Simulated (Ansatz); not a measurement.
Take Zr in the hcp (Mg type) structure (space group P6_3/mmc, No. 194) as the base.

```
Zr
1.0
    3.24602     0.00000     0.00000
   -1.62301     2.81113     0.00000
    0.00000     0.00000     5.15071
Zr
2
Cartesian
  0.00000   1.87409   3.86303
  1.62301   0.93704   1.28768
```

Cartesian axes are those of the cell as printed.

Computed with r2SCAN (Ansatz, a program for electronic structure; PAW; 500 eV plane waves; without spin-orbit coupling).

Base values:

Shortest interatomic distance: 3.185 Å
Pressure: 0.0 GPa
Band gap: zero

One thing is altered: biaxial strain −2.39 %, plane normal [001], relaxed out of plane (Cartesian); in-plane vectors clamped, the third vector and the atoms free.

**Question.** What happens to the shortest interatomic distance?

**Answer.** The shortest interatomic distance decreases by 0.017 Å, from 3.185 Å to 3.168 Å.

**Question.** How does this affect the pressure?

**Answer.** The pressure (mean of the normal stresses, compression positive) goes from zero to 2.8 GPa.

**Question.** Estimate the effect on the band gap.

**Answer.** The band gap remains zero.

No phonon test of stability was made. The final runs are not spin-polarised.
